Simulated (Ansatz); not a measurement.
Levels about the gap of amorphous Al32O24N16 (72 atoms in a cell of 769 Å³, 3.18 g/cm³; zone centre alone, so wide bands show as single levels with stretches between that a denser mesh fills), at the geometry that PBE relaxed, where it gives 0.0 GPa on a denser mesh. Exact exchange is cut at the faces of this small cell, which leaves a finite-size error. The participation number counts the atoms over which a state spreads; weights are charges in smoothed Voronoi cells. The levels come from a single point, so bond lengths are those of that geometry. Method of the levels: HSE06, scalar-relativistic without spin-orbit coupling (Ansatz, a first-principles code). Sampling: the zone centre alone; Fermi-Dirac width 0.02 eV; no spin polarisation.

Preparation: random packing, a CHGNet melt and quench, and a DFT relaxation. O and N atoms were pushed apart under 1.9 Å during the dynamics, to hinder bonds among them. The hot cell started wider than the set density and was brought back towards it in steps. It is the lowest in DFT energy of 2 quenches. It is a model cell: composition and starting density were chosen by hand, and all elements were melted together. No dispersion term was used. A short ab initio anneal came between quench and relaxation. Its density started from a set value of 3.14 and ended at 3.18 g/cm³. The quench (nominally 88 K/ps over its main leg) was far faster than any real one, so the model tends to hold more defects than a real film. One small periodic cell is one sample of the glass; other quenches scatter about these values. The volume was free in the relaxation, at fixed shape. Stress components on the final sampling reach 2.2 GPa.

```json
[
 {"E - E(highest filled), eV": "-0.67", "filling": "filled", "participation number": "18.7", "largest on": "N, 4 neighbours", "weight N": "0.65", "weight Al": "0.14", "weight O": "0.21"},
 {"E - E(highest filled), eV": "-0.60", "filling": "filled", "participation number": "9.3", "largest on": "N, 4 neighbours", "weight N": "0.69", "weight Al": "0.14", "weight O": "0.17"},
 {"E - E(highest filled), eV": "-0.57", "filling": "filled", "participation number": "12.4", "largest on": "N, 4 neighbours", "weight N": "0.63", "weight Al": "0.14", "weight O": "0.23"},
 {"E - E(highest filled), eV": "-0.37", "filling": "filled", "participation number": "9.4", "largest on": "N, 4 neighbours", "weight N": "0.66", "weight Al": "0.14", "weight O": "0.20"},
 {"E - E(highest filled), eV": "-0.30", "filling": "filled", "participation number": "6.6", "largest on": "N, 4 neighbours", "weight N": "0.72", "weight Al": "0.14", "weight O": "0.14"},
 {"E - E(highest filled), eV": "-0.16", "filling": "filled", "participation number": "7.6", "largest on": "N, 4 neighbours", "weight N": "0.63", "weight Al": "0.13", "weight O": "0.24"},
 {"E - E(highest filled), eV": "0.00", "filling": "filled", "participation number": "6.2", "largest on": "N, 4 neighbours", "weight N": "0.60", "weight Al": "0.12", "weight O": "0.28"},
 {"E - E(highest filled), eV": "3.73", "filling": "empty", "participation number": "37.7", "largest on": "Al, 4 neighbours", "weight N": "0.24", "weight Al": "0.50", "weight O": "0.26"},
 {"E - E(highest filled), eV": "4.94", "filling": "empty", "participation number": "15.5", "largest on": "Al, 4 neighbours", "weight N": "0.27", "weight Al": "0.54", "weight O": "0.19"},
 {"E - E(highest filled), eV": "5.90", "filling": "empty", "participation number": "21.8", "largest on": "Al, 5 neighbours", "weight N": "0.25", "weight Al": "0.50", "weight O": "0.25"},
 {"E - E(highest filled), eV": "6.11", "filling": "empty", "participation number": "39.5", "largest on": "Al, 5 neighbours", "weight N": "0.20", "weight Al": "0.51", "weight O": "0.29"},
 {"E - E(highest filled), eV": "6.21", "filling": "empty", "participation number": "41.9", "largest on": "Al, 5 neighbours", "weight N": "0.21", "weight Al": "0.50", "weight O": "0.29"},
 {"E - E(highest filled), eV": "6.34", "filling": "empty", "participation number": "35.3", "largest on": "Al, 4 neighbours", "weight N": "0.24", "weight Al": "0.49", "weight O": "0.27"},
 {"E - E(highest filled), eV": "6.49", "filling": "empty", "participation number": "34.9", "largest on": "Al, 5 neighbours", "weight N": "0.25", "weight Al": "0.52", "weight O": "0.24"}
]
```

Most localised among these is the filled level at +0.00 eV, on a N atom, which has 4 neighbours (Al 1.88 Å, Al 1.90 Å, Al 1.93 Å, Al 2.19 Å).
